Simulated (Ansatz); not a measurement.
For ZnS (P3m1, No. 156, 28 atoms in the cell; start mp-556161; a measured phase of this formula has another space group), LDA (plane waves, PAW; Ansatz, a program for electronic structure) gives:

- equilibrium lattice constant a = 3.743 Å
- lattice parameter c = 42.863 Å
- cohesive energy = 3.72 eV/atom
- band gap = 2.15 eV

### Question
What does r²SCAN (Ansatz, plane waves, PAW) give for the same quantities?

### Answer

- lattice constant a: 3.809 Å (increases by 1.8 %)
- lattice parameter c: 43.604 Å (rises by 1.7 %)
- cohesive energy: 3.19 eV/atom (falls by 0.53 eV/atom)
- band gap: 2.72 eV (increases by 0.57 eV)

Changes are worked out from the printed values.

Unless a cell is named, each level is at its own relaxed cell.

Density-functional gaps are differences of (generalised) Kohn–Sham levels.

Caveats: the relaxation could not lower the start's symmetry, so the cell can be a saddle point above a distorted one (LDA, r²SCAN). Ansatz's density-functional and Hartree–Fock values are scalar-relativistic unless marked +SOC, with PAW data made under PBE.

A start named mp-… is a Materials Project structure, which need not be a measured phase.
